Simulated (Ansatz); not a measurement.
The starting structures come from a database of crystals and need not be the phases stable at ambient conditions.

 Where the default PAW files enter, the runs use the earlier of Ansatz's two default sets.

Given:

```
CELL_PARAMETERS angstrom
      4.63327     0.00000     0.00000
     -2.31663     4.01253     0.00000
      0.00000     0.00000     7.60243
ATOMIC_POSITIONS crystal
  Cd 0.33333 0.66667 0.00036
  Cd 0.66667 0.33333 0.50036
  Te 0.33333 0.66667 0.37464
  Te 0.66667 0.33333 0.87464
```

Space group of this cell: P6_3mc, wurtzite. The cell is taken as given.

The numbers are results of r2SCAN (plane waves, PAW; Ansatz, an electronic-structure program), not measurements.

The current runs along the normal of the first two printed vectors; no spin-orbit coupling. Scaled by the factor s: the length along the current (ions clamped). Meshes 12×12×4 and 12×12 across the current in all rows.

```json
[
 {"s": "0.97", "mean pressure (GPa)": "1.3", "band gap (eV)": "1.34"},
 {"s": "1.00", "mean pressure (GPa)": "0.0", "band gap (eV)": "1.20"},
 {"s": "1.03", "mean pressure (GPa)": "-1.1", "band gap (eV)": "?"}
]
```

### Question
Take the slope of the band gap against ln s from the two given rows, extrapolate to s = 1.03, and say what the run there gives.

### Answer
Slope = (1.34 − 1.20) / ln 0.97 = -4.60 eV. The line gives 1.20 + (-4.60) × ln 1.03 = 1.06 eV. The run gives 1.06 eV, as the line does.
